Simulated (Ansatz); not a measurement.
The starting structures come from a database of crystals and need not be the phases stable at ambient conditions.

## Evanescent states of LaNbO4 (I4_1/a, not sure to be the ambient phase, 12 atoms a cell, 14.2 Å³ an atom, -6 GPa at this level) along the normal of (001)

All values below come from PBEsol (plane waves, PAW; Ansatz, a quantum-chemistry and plane-wave program).

The gap is the functional's own, uncorrected, and κ follows it; spin-orbit coupling is left out. Mid-gap values are interpolated between the computed energies.

Energies count from the valence-band top; κ is the least over a 6×6 mesh across the current.

| E (eV) | κ (1/Å) | where |
|---|---|---|
| 0.10 | 0.223 | off Γ |
| 0.28 | 0.342 | off Γ |
| 0.47 | 0.391 | off Γ |
| 0.67 | 0.423 | Γ |
| 0.85 | 0.421 | Γ |
| 1.04 | 0.424 | Γ |
| 1.24 | 0.429 | Γ |
| 1.43 | 0.433 | Γ |
| 1.61 | 0.437 | Γ |
| 1.80 | 0.439 | Γ |
| 2.00 | 0.441 | Γ |
| 2.19 | 0.441 | Γ |
| 2.38 | 0.439 | Γ |
| 2.56 | 0.436 | Γ |
| 2.75 | 0.432 | Γ |
| 2.94 | 0.426 | Γ |
| 3.13 | 0.418 | Γ |
| 3.33 | 0.409 | Γ |
| 3.52 | 0.396 | Γ |
| 3.71 | 0.355 | Γ |
| 3.90 | 0.278 | Γ |

How thick must the barrier be to attenuate the transmission by 10^8 when the electrodes' Fermi level lies at 1.43 eV, and what attenuation does that film give at 2.19 eV?

d = 8 ln 10 / (2 × 0.433) = 21.3 Å. At 2.19 eV it gives 8 × 0.441/0.433 = 8.1 decades.
